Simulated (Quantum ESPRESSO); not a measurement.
## Equation of state of rock-salt BaTe (space group 225): energy against volume (Quantum ESPRESSO, LDA)

```
BaTe
1.0
    0.00000     3.36387     3.36387
    3.36387     0.00000     3.36387
    3.36387     3.36387     0.00000
Ba Te
1 1
Direct
  0.00000   0.00000   0.00000
  0.50000   0.50000   0.50000
```

Computed with LDA (PZ), GBRV 1.5 ultrasoft (LDA) pseudopotentials (plane waves; Quantum ESPRESSO). Settings: ecutwfc = 52 Ry; ecutrho = 260 Ry; occupations = smearing; smearing = fd; degauss = 0.000734986 Ry; potentials = {Ba: ba_lda_v1.uspp.F.UPF, Te: te_lda_v1.uspp.F.UPF}; K_POINTS = automatic 8 8 8 0 0 0; conv_thr = 1e-10 Ry; mixing_beta = 0.3. The cell above is the first row's. The rows scale it uniformly. In all rows fractional positions and the k mesh are held. E is the free energy at the stated smearing, counted from the lowest row.

| V (Å^3/atom) | E (meV/atom) |
|---|---|
| 38.064 | ? |
| 38.892 | 9.13 |
| 39.719 | 2.48 |
| 40.547 | 0.00 |
| 41.374 | 1.37 |
| 42.202 | 6.03 |
| 43.029 | 13.74 |
| 43.857 | 24.10 |
| 44.684 | 36.96 |

Using the third-order Birch-Murnaghan form, a cubic in V^(-2/3), estimate the missing E at V = 38.064 from the other rows, showing the fit.

With u = V^(-2/3) - 0.0831, the rows have u = 0.0040150, 0.0028016, 0.0016281, 0.0004953, -0.0006018, -0.0016622, -0.0026905, -0.0036857. Least squares gives E = 3.045 - 4125.6·u + 1389898·u² + 3721634·u³. Residuals (row less fit): 0.003, 0.002, -0.028, 0.027, 0.000, 0.014, -0.034, 0.015; standard error 0.028 (degrees of freedom: 4). Its minimum lies at u = 0.0014754, so V0 = (0.0845754)^(-3/2) = 40.66. There d²E/du² = 2813000 and d³E/du³ = 2.233e7, so B0 = (4/9) × 40.66^(-7/3) × 2813000 × 0.160218 = 35.2 GPa (the last factor turns the table's units into GPa), and B0' = 4 + (2/3) × 0.0845754 × (2.233e7)/2813000 = 4.4. The program's pressures in the fitted runs (not shown) pass through zero at V = 40.64, 0.05 % from this V0. At the withheld row, u = 0.0052738, so E = 3.045 - 4125.6 × 0.0052738 + 1389898 × 0.0052738² + 3721634 × 0.0052738³ = 20.490 meV/atom. The calculation gives 20.59 meV/atom, 0.100 meV/atom above the prediction (0.3 % of the range of E in the table). The row lies outside the fitted rows, so this is an extrapolation. From the scatter of the fitted rows alone, a prediction at this place has a standard error of 0.082 meV/atom, so the miss is 1.2 times that.

Carrying the step between the two nearest rows on in a straight line would have given 15.79, off by 4.80; series whose last step already gives the withheld value aren't shown. The scan was laid around a cell of about the measured size, scaled by a guess for this functional. The runs keep the symmetry of the cell, so they don't test it for distortions. Spin-orbit coupling is off. Cutoffs and mesh are single choices, not tested for convergence of this quantity. Series with a scatter that would blur these digits, or in which a gap closes, are not shown. Nor are scans whose minimum lies at an end fitted in this form.
